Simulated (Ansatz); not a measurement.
Formation energy of the bound charge states of H on the N site in zinc-blende BN (start: the N site; 64-site cell, 2×2×2 shifted sampling) against the Fermi level, N-rich (Δμ(N) = 0.00 eV, Δμ(H) = -0.34 eV, bounded by NH3 molecule; only phases computed here count, gases as isolated molecules at 0 K). The numbers are results of PBE, PAW (plane waves to 420 eV; Ansatz, a first-principles code), not measurements.

Details: 64-site cell; 2×2×2 shifted k-points; host gap 4.46 eV; charged states image-corrected; not converged in cell size.

```csv
E_F − E_VBM (eV),q = +2,q = +1,q = 0,q = −1
0.00,3.08,5.35,7.97,12.23
0.56,4.19,5.91,7.97,11.67
1.12,5.31,6.47,7.97,11.11
1.67,6.42,7.03,7.97,10.56
2.23,7.54,7.58,7.97,10.00
2.79,8.66,8.14,7.97,9.44
3.35,9.77,8.70,7.97,8.88
3.90,10.89,9.26,7.97,8.32
4.46,12.00,9.82,7.97,7.77
```

Crossings of the lowest lines: (+2/+1) at 2.28 eV; (+1/0) at 2.62 eV; (0/−1) at 4.26 eV.
